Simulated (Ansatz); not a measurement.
As_N (metastable zinc-blende AlN host)

All values below come from PBE, PAW (plane waves to 420 eV; Ansatz, a program for electronic structure). Cell: 64 sites, 2×2×2; final energies on a 2×2×2 shifted mesh. Site at the start: the N site. Charged cells carry a point-charge image correction with potential alignment at far atoms. Dielectric constants: PBE linear response of the host. Host gap at this level: 3.31 eV. A cell of this size leaves errors of a few tenths of an eV. The semilocal functional narrows the gap, so deep levels can fall outside it. Spin–orbit coupling is left out. Each state is the lowest found from its start.

Formation energies E_f are given with the Fermi level at the valence-band maximum. Chemical conditions: Al-rich (Δμ(N) = -2.69 eV, Δμ(As) = -0.97 eV, bounded by zinc-blende AlAs; only phases computed here count, gases as isolated molecules at 0 K). Reference phases: As: rhombohedral As, N: N2 molecule in a box.

```json
[
 {"charge": "+1", "moment (μB)": "1.0", "largest move off a lattice site (Å)": "0.38", "image correction with alignment (eV)": "0.52", "E_f, Al-rich (eV)": "2.90"},
 {"charge": "0", "moment (μB)": "not spin-polarised", "largest move off a lattice site (Å)": "0.33", "image correction with alignment (eV)": "0.00", "E_f, Al-rich (eV)": "3.56"},
 {"charge": "−1*", "moment (μB)": "1.0", "largest move off a lattice site (Å)": "0.35", "image correction with alignment (eV)": "–", "E_f, Al-rich (eV)": "–"}
]
```

* At this level the carrier isn't localised at the defect: at charge −1 electrons occupy the conduction band. Such a state is shallow or no state of the defect, and this cell gives it no level.

Transition levels above the valence-band maximum: ε(+1/0) = 0.65 eV. On the lower envelope of the bound states, inside the gap: (+1/0) at 0.65 eV.

Flagged in the runs: a doubtful potential alignment.
